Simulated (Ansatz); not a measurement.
**What pressure −1 GPa does to V3Si**

Base system: V3Si in the A15 (Cr3Si type) structure (space group Pm-3n, No. 223; a = 4.650 Å).

One thing is altered: hydrostatic tension (pressure −1 GPa).

The values are results of Ansatz (a first-principles code), PBEsol, PAW, cutoff 420 eV, no SOC, earlier PAW set, not measurements. Γ-centred 10×10×10 mesh, Fermi–Dirac width 0.05 eV.

```csv
quantity,base,changed,shift
volume per atom,12.57 Å³,12.63 Å³,+0.06 Å³
density,5.98 g/cm³,5.95 g/cm³,-0.03 g/cm³
lattice parameter a,465.0 pm,465.7 pm,+0.75 pm
shortest interatomic distance,232.5 pm,232.9 pm,+0.4 pm
enthalpy H = E + PV relative to the base's energy,–,-0.08 eV/atom,–
band gap,zero,zero,–
```

Cost of the whole job for the changed cell (relaxation, final SCF and bands): very roughly 90 core-seconds.

Load acts through the strain it causes; cell and atoms are relaxed under it. No phonon test of stability was made. Seeded moments were not kept for the base. All final runs are without spin polarisation.
